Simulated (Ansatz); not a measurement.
The parent structure is CdS in the zinc blende structure (space group F-43m, No. 216).

```
CELL_PARAMETERS angstrom
      0.00000     2.93884     2.93884
      2.93884     0.00000     2.93884
      2.93884     2.93884     0.00000
ATOMIC_POSITIONS crystal
  Cd 0.00000 0.00000 0.00000
  S  0.25000 0.25000 0.25000
```

Cartesian axes are those of the cell as printed.

All numbers come from r2SCAN in Ansatz (plane waves to 500 eV, PAW, no spin-orbit coupling).

Strains are applied to the cell and any free atomic positions relax.

One change was made to it. Results:

```json
[
 {"quantity": "gap character", "base": "direct at Γ", "after": "direct at Γ"},
 {"quantity": "band gap", "base": "1.54 eV", "after": "1.49 eV"},
 {"quantity": "energy relative to the base (free energy F)", "base": "0 meV/atom", "after": "+1.1 meV/atom"},
 {"quantity": "valence-band top at Γ (three highest levels, from the VBM)", "base": "0.00, 0.00, 0.00 eV", "after": "0.00, -0.05, -0.09 eV"}
]
```

Task: What was done to the base?
A. tensor shear ε_xy = +1.71 %
B. tensor shear ε_xy = +2.00 %
C. tensor shear ε_xy = +1.14 %

Result: C, tensor shear ε_xy = +1.14 %. For comparison, the energy relative to the base in the other runs: tensor shear ε_xy = +2.00 % gives +3.3 meV/atom; tensor shear ε_xy = +1.71 % gives +2.4 meV/atom.

Stability against distortions was not tested. Labels are those of the standard path for the cell's own space group.

Ansatz is a program for electronic structure.
